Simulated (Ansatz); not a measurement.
Band structure of CaZn₂P₂ (P-3m1, 5 atoms in the cell).

```
CELL_PARAMETERS angstrom
      4.01543     0.00000     0.00000
     -2.00772     3.47746     0.00000
      0.00000     0.00000     6.81288
ATOMIC_POSITIONS crystal
  Ca 0.00000 0.00000 0.00000
  Zn 0.33333 0.66667 0.63328
  Zn 0.66667 0.33333 0.36672
  P  0.66667 0.33333 0.73625
  P  0.33333 0.66667 0.26375
```

Level of theory: LDA (PW92), default PAW files made with PBE (plane waves; Ansatz, a first-principles code).

Settings: basis.ecutwfc = 30.9 Ry; kpoints.mp_grid.grid = 8 8 4; hamiltonian.xc = lda; hamiltonian.pseudopotentials = {kind: paw} (the program's default PAW files); scf.occupations.method = fermi_dirac; scf.occupations.width = 0.0037 Ry; kpoints.band_path.npoints = 8.

The starting cell comes from a database of computed structures (which also holds hypothetical and non-ambient phases and stackings), without a prior relaxation at this level.

**Question.** Predict the gap along the standard path and the places of the band edges.

**Answer.** The gap along the path is 0.70 eV, from Γ to M; the smallest direct gap on it is 0.87 eV.

Levels in eV from the top of the valence band on the path, bands 19 to 26:
| point | 19 | 20 | 21 | 22 | 23 | 24 | 25 | 26 |
|---|---|---|---|---|---|---|---|---|
| Γ | -1.36 | -0.08 | 0.00 | 0.00 | 0.87 | 1.58 | 2.10 | 2.58 |
| M | -3.20 | -2.54 | -2.30 | -1.52 | 0.70 | 2.75 | 2.85 | 4.54 |
| K | -4.55 | -2.53 | -2.53 | -2.41 | 2.83 | 3.14 | 3.14 | 3.65 |
| A | -0.87 | -0.87 | -0.77 | -0.77 | 0.89 | 2.10 | 2.62 | 2.62 |
| L | -2.77 | -2.70 | -1.25 | -1.20 | 1.03 | 1.68 | 2.29 | 2.40 |
| H | -4.17 | -3.04 | -1.93 | -1.93 | 1.97 | 1.97 | 3.87 | 4.46 |

Keys are those of Ansatz 0.2.
